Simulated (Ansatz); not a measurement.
CdS under load (space group P6_3mc), r2SCAN with spin-orbit coupling, rigid bands (Ansatz, a program for electronic structure). Condition of this run: uniaxial stress along c of 0.8 GPa (compression positive) (the target of the relaxation). Band gap 1.72 eV, N_c = 1.71e18 cm⁻³ and N_v = 5.66e19 cm⁻³ at 300 K, conductivity masses along z (a = (4.14, 0.00, 0.00) Å; b = (-2.07, 3.59, 0.00) Å; c = (0.00, 0.00, 6.63) Å) of 0.168 mₑ (electrons) and 1.21 mₑ (holes). Take k_BT = 0.02585 eV.

Q: What thermal injection velocity √(2k_BT/πm) limits a ballistic channel along the direction named?

A: 1.31e7 cm/s for electrons and 4.89e6 cm/s for holes, a ratio of √(m_h/m_e) = 2.68, for dilute carriers.

Q: Find the intrinsic carrier density and the intrinsic Fermi level.

A: n_i = √(N_c N_v) exp(−E_g/2k_BT) = 9.84e18 × exp(−33.27) = 3.5e4 cm⁻³. The level lies (k_BT/2) ln(N_v/N_c) = 45 meV from mid-gap (positive towards the conduction band). Each 0.1 eV added to the gap lowers n_i by a factor of 6.9.

Q: What built-in voltage has an abrupt junction with N_A = 1e16 and N_D = 1e17 cm⁻³, all dopants ionised?

A: V_bi = E_g/e − (k_BT/e) ln(N_c N_v/(N_A N_D)) = 1.72 − 0.02585 × 11.48 = 1.42 V, for the computed gap.

Rigid bands with the computed gap; masses take one relaxation time for all states. Geometry: cell and atoms relaxed with PBEsol.
